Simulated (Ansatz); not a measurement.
Take SiS₂ in the 2H-MoS2 type structure (space group P6_3/mmc, No. 194; a hypothetical phase, not in the database extracts checked; layered, stacked along the Cartesian z axis) as the base.

```
SiS2
1.0
    3.22449     0.00000     0.00000
   -1.61225     2.79249     0.00000
    0.00000     0.00000    12.15321
Si S
2 4
Direct
  0.33333   0.66667   0.25000
  0.66667   0.33333   0.75000
  0.33333   0.66667   0.63081
  0.66667   0.33333   0.13081
  0.66667   0.33333   0.36919
  0.33333   0.66667   0.86919
```

All numbers come from r2SCAN+rVV10/PAW in Ansatz (a first-principles code), without spin-orbit coupling, earlier PAW set.

Before the change:

- Band gap: zero
- Smallest direct gap: 0.69 eV

It is then changed as follows: a free-standing slab of 1 layer (3 atoms, 3 a layer) is cut normal to the stacking axis, with 15 Å of vacuum and the in-plane cell relaxed.

Task: Estimate the effect on the valence-band top at Γ, band gap, excess energy per area of both faces and smallest direct gap.

Result: The valence-band top at Γ (three highest levels, from the VBM) amounts to 0.00, 0.00, -1.63 eV; the band gap changes from zero to 0.44 eV; the excess energy per area of both faces (slab less bulk energy over the cell's area: twice a surface energy) amounts to 0.31 J/m² (uncertain by up to 0.05 J/m²); the smallest direct gap rises by 0.711 eV, from 0.69 eV to 1.41 eV.

The excess energy carries the mismatch between the slab's and the bulk's meshes. No phonon test of stability was made. The final runs are not spin-polarised. Gaps under 0.05 eV, about the width of the smearing, are given as zero. The zero or small gap of SiS2 can change with the level of theory.
